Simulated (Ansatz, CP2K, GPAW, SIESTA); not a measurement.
## BaAlGeH (P3m1, 4 atoms in the cell) computed with different codes at matched settings

Relaxation of cell and atoms.

```xyz
4
Lattice="4.4007 0.0000 0.0000 -2.2004 3.8111 0.0000 0.0000 0.0000 5.2721" Properties=species:S:1:pos:R:3 pbc="T T T"
Ba     0.0000     2.5408     0.5220
Al     0.0000     0.0000     3.3813
Ge     2.2004     1.2704     2.9141
H      0.0000     0.0000     5.1292
```

Shared settings, as Ansatz (an electronic-structure program) writes them: kpoints.mp_grid.grid = 5 5 3; scf.occupations.method = fermi_dirac; scf.occupations.width = 0.01 eV. Potentials and cutoffs stand in the table.

```json
[
 {"code": "GPAW", "model": "LDA (Perdew-Wang 92), GPAW PAW datasets LDA (gpaw-data 1.0.1)", "final volume (Å³/atom)": "20.19", "gap on the mesh (eV)": "1.124", "cutoff": "800 eV"},
 {"code": "Ansatz", "model": "LDA (PW92), PAW files made with PBE", "final volume (Å³/atom)": "20.01", "gap on the mesh (eV)": "1.142", "cutoff": "default"},
 {"code": "CP2K", "model": "LDA (Pade form), GPW, DZVP-MOLOPT-SR-GTH basis, GTH-PADE potentials (GTH_POTENTIALS)", "final volume (Å³/atom)": "20.15", "gap on the mesh (eV)": "1.082", "cutoff": "grid 500 Ry"},
 {"code": "SIESTA", "model": "LDA PW92, numerical atomic orbitals DZP, PseudoDojo LDA standard norm-conserving potentials (rewritten from UPF to PSML)", "final volume (Å³/atom)": "21.24", "gap on the mesh (eV)": "1.410", "cutoff": "grid 400 Ry"}
]
```

Gaps are read on the mesh.

The spread over the programs that give each value: final volume within 1.23 Å³/atom; gap on the mesh within 0.328 eV.

CP2K and SIESTA use small atom-centred bases, whose incompleteness enters pressures, forces and empty levels differently from a plane-wave cutoff. The programs treat the finite-basis stress differently while the cell relaxes: Ansatz adds an estimate of it.

The starting cell comes from a database of computed structures (which also holds hypothetical and non-ambient phases and stackings), without a prior relaxation at this level. Its lattice was rescaled by a random factor within 2.5 % of one.

Keys are those of Ansatz 0.2.
